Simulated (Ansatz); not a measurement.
Input for CoPdO2 (delafossite start, 32-atom cell) (held in this type by symmetry, stable or not):

Ansatz 0.2 input:
```yaml
crystal:
  lattice:
    - [-4.2950701, 0.8265866, 5.95777]
    - [-1.43169, 4.1329331, -5.95777]
    - [-5.7267602, -4.9595198, 0.0]
  atoms:
    - { symbol: Co, position: [0.1875, 0.6875, 0.4375] }
    - { symbol: Co, position: [0.5625, 0.0625, 0.3125] }
    - { symbol: Co, position: [0.9375, 0.4375, 0.1875] }
    - { symbol: Co, position: [0.3125, 0.8125, 0.0625] }
    - { symbol: Co, position: [0.6875, 0.1875, 0.9375] }
    - { symbol: Co, position: [0.0625, 0.5625, 0.8125] }
    - { symbol: Co, position: [0.4375, 0.9375, 0.6875] }
    - { symbol: Co, position: [0.8125, 0.3125, 0.5625] }
    - { symbol: Pd, position: [0.375, 0.375, 0.875] }
    - { symbol: Pd, position: [0.75, 0.75, 0.75] }
    - { symbol: Pd, position: [0.125, 0.125, 0.625] }
    - { symbol: Pd, position: [0.5, 0.5, 0.5] }
    - { symbol: Pd, position: [0.875, 0.875, 0.375] }
    - { symbol: Pd, position: [0.25, 0.25, 0.25] }
    - { symbol: Pd, position: [0.625, 0.625, 0.125] }
    - { symbol: Pd, position: [0.0, 0.0, 0.0] }
    - { symbol: O, position: [0.8172298, 0.1546517, 0.0984147] }
    - { symbol: O, position: [0.1922298, 0.5296517, 0.9734147] }
    - { symbol: O, position: [0.5672298, 0.9046518, 0.8484148] }
    - { symbol: O, position: [0.9422298, 0.2796518, 0.7234148] }
    - { symbol: O, position: [0.3172298, 0.6546518, 0.5984148] }
    - { symbol: O, position: [0.6922298, 0.0296517, 0.4734148] }
    - { symbol: O, position: [0.0672298, 0.4046518, 0.3484148] }
    - { symbol: O, position: [0.4422298, 0.7796518, 0.2234148] }
    - { symbol: O, position: [0.5577703, 0.2203482, 0.7765852] }
    - { symbol: O, position: [0.9327703, 0.5953482, 0.6515852] }
    - { symbol: O, position: [0.3077702, 0.9703483, 0.5265853] }
    - { symbol: O, position: [0.6827703, 0.3453482, 0.4015852] }
    - { symbol: O, position: [0.0577703, 0.7203482, 0.2765853] }
    - { symbol: O, position: [0.4327702, 0.0953483, 0.1515853] }
    - { symbol: O, position: [0.8077703, 0.4703482, 0.0265853] }
    - { symbol: O, position: [0.1827703, 0.8453482, 0.9015852] }
basis:
  ecutwfc: 420
  ecutrho_ratio: 4
  xc_grid: 2
kpoints:
  mp_grid: { grid: [5, 5, 5] }
hamiltonian:
  xc: pbe
  dispersion: none
  pseudopotentials: { kind: paw }
scf:
  n_extra_bands: 48
  occupations: { method: fermi_dirac, width: 0.05 }
output:
  forces: true
  stress: true
relax:
  f_tol: 0.03
  max_steps: 90
  cell: { stress_tol: 0.15 }
```

Level of theory: PBE (plane waves to 420 eV, PAW; Ansatz, a quantum-chemistry and plane-wave program). No spin–orbit coupling; the runs are not spin-polarised. Its k-point mesh 5×5×5, Fermi–Dirac width 0.05 eV.

Task: What does the end of the output print (band table and long remarks left out, numbers rounded to eight decimals)?

Result: 
```
SCF converged after 6 iterations
Free energy (F): -105858.424184 eV
Harris-Foulkes:  -105858.424184 eV  (|F-HF|=8.73e-11)
Internal energy: -105858.363600 eV  (E = F + TS)
E sigma→0 (E₀):  -105858.393892 eV
Entropy (-TS):   -0.060584 eV (-1.893 meV/atom)
Fermi energy:    14.360322 eV
--- Per-component energies (eV) ---
  E_band       = -4095.579319
  E_kinetic    = 10494.126220
  E_local      = -48729.696066  (includes V_loc(G=0)·N_el)
  E_nonlocal   = 6146.512869
  E_hartree    = 19934.169549
  E_xc         = -3781.483313
  E_vxc        = -4814.831382  (∫ρ·V_xc dr)
  E_paw        = -44625.566345  (= ΣΔE_a)
  E_vpaw       = -7060.068188  (= ΣTr[D̂ρ^β])
  E_aug_tail   = 0.039554  (compensation charges beyond the density's cutoff)
  E_ewald      = -45296.466069
  E_smearing   = -0.060584  (= −TS)
  E_closure    = 0.000000  (closes the sum)
  Σ components = -105858.424184   (vs F -105858.424184, Δ=0.00e0)
--- Forces (eV/Å), atoms counted from 1 ---
  atom   1  Co     0.00000000     0.00000000     0.00000000
  atom   2  Co     0.00000000     0.00000000     0.00000000
  atom   3  Co     0.00000000     0.00000000     0.00000000
  atom   4  Co     0.00000000     0.00000000     0.00000000
  atom   5  Co     0.00000000     0.00000000     0.00000000
  atom   6  Co     0.00000000     0.00000000     0.00000000
  atom   7  Co     0.00000000     0.00000000     0.00000000
  atom   8  Co     0.00000000     0.00000000     0.00000000
  atom   9  Pd     0.00000000     0.00000000     0.00000000
  atom  10  Pd    0.00000000     0.00000000    0.00000000
  atom  11  Pd     0.00000000     0.00000000     0.00000000
  atom  12  Pd    0.00000000    0.00000000    0.00000000
  atom  13  Pd    0.00000000    0.00000000     0.00000000
  atom  14  Pd    0.00000000    0.00000000     0.00000000
  atom  15  Pd     0.00000000     0.00000000    0.00000000
  atom  16  Pd     0.00000000    0.00000000    0.00000000
  atom  17  O      0.00000245    -0.00025451    -0.00182020
  atom  18  O      0.00000245    -0.00025451    -0.00182020
  atom  19  O      0.00000245    -0.00025451    -0.00182020
  atom  20  O      0.00000245    -0.00025451    -0.00182020
  atom  21  O      0.00000245    -0.00025451    -0.00182020
  atom  22  O      0.00000245    -0.00025451    -0.00182020
  atom  23  O      0.00000245    -0.00025451    -0.00182020
  atom  24  O      0.00000245    -0.00025451    -0.00182020
  atom  25  O     -0.00000245     0.00025451     0.00182020
  atom  26  O     -0.00000245     0.00025451     0.00182020
  atom  27  O     -0.00000245     0.00025451     0.00182020
  atom  28  O     -0.00000245     0.00025451     0.00182020
  atom  29  O     -0.00000245     0.00025451     0.00182020
  atom  30  O     -0.00000245     0.00025451     0.00182020
  atom  31  O     -0.00000245     0.00025451     0.00182020
  atom  32  O     -0.00000245     0.00025451     0.00182020
  max |Σ_I F_I| component: 2.60e-18 eV/Å
--- Stress (GPa, compression-positive) ---
        0.074774      -0.000135       0.000328
       -0.000135       0.068255      -0.000049
        0.000328      -0.000049       0.063368
  P = ⅓ Tr σ = 0.0688 GPa (0.688 kbar)
--- Relaxed structure (3 steps of the walk, 3 accepted, 1 SCFs on fresh bases) ---
  F+E_penalty+E_count = -105858.42418382 eV   max|allowed force component| = 1.820e-3 eV/Å   (the final SCF, on the basis selected at the relaxed cell)
  cell:  # Å, volume = 337.4265 Å³
    - [-4.29422872, 0.82561589, 5.94676324]
    - [-1.43137953, 4.12938492, -5.94692271]
    - [-5.72562994, -4.95502583, 0.00019064]
  atoms:
    - { symbol: Co, position: [0.18750000, 0.6875, 0.43750000] }
    - { symbol: Co, position: [0.56250000, 0.06250000, 0.31250000] }
    - { symbol: Co, position: [0.9375, 0.4375, 0.1875] }
    - { symbol: Co, position: [0.31250000, 0.81250000, 0.06250000] }
    - { symbol: Co, position: [0.68750000, 0.18750000, 0.93750000] }
    - { symbol: Co, position: [0.06250000, 0.5625, 0.81250000] }
    - { symbol: Co, position: [0.43750000, 0.9375, 0.68750000] }
    - { symbol: Co, position: [0.81250000, 0.31250000, 0.56250000] }
    - { symbol: Pd, position: [0.37500000, 0.37500000, 0.875] }
    - { symbol: Pd, position: [0.75000000, 0.75, 0.75] }
    - { symbol: Pd, position: [0.12500000, 0.12500000, 0.62500000] }
    - { symbol: Pd, position: [0.50000000, 0.5, 0.50000000] }
    - { symbol: Pd, position: [0.87500000, 0.87500000, 0.375] }
    - { symbol: Pd, position: [0.25, 0.25, 0.25000000] }
    - { symbol: Pd, position: [0.625, 0.62500000, 0.125] }
    - { symbol: Pd, position: [0.0, 0.0, 0.0] }
    - { symbol: O, position: [0.81667548, 0.15518565, 0.09869608] }
    - { symbol: O, position: [0.19167548, 0.53018565, 0.97369608] }
    - { symbol: O, position: [0.56667548, 0.90518565, 0.84869608] }
    - { symbol: O, position: [0.94167548, 0.28018565, 0.72369608] }
    - { symbol: O, position: [0.31667548, 0.65518565, 0.59869608] }
    - { symbol: O, position: [0.69167548, 0.03018565, 0.47369608] }
    - { symbol: O, position: [0.06667548, 0.40518565, 0.34869608] }
    - { symbol: O, position: [0.44167548, 0.78018565, 0.22369608] }
    - { symbol: O, position: [0.55832452, 0.21981435, 0.77630392] }
    - { symbol: O, position: [0.93332452, 0.59481435, 0.65130392] }
    - { symbol: O, position: [0.30832452, 0.96981435, 0.52630392] }
    - { symbol: O, position: [0.68332452, 0.34481435, 0.40130392] }
    - { symbol: O, position: [0.05832452, 0.71981435, 0.27630392] }
    - { symbol: O, position: [0.43332452, 0.09481435, 0.15130392] }
    - { symbol: O, position: [0.80832452, 0.46981435, 0.02630392] }
    - { symbol: O, position: [0.18332452, 0.84481435, 0.90130392] }
```

Cost: about 15 core-minutes (a rough figure).
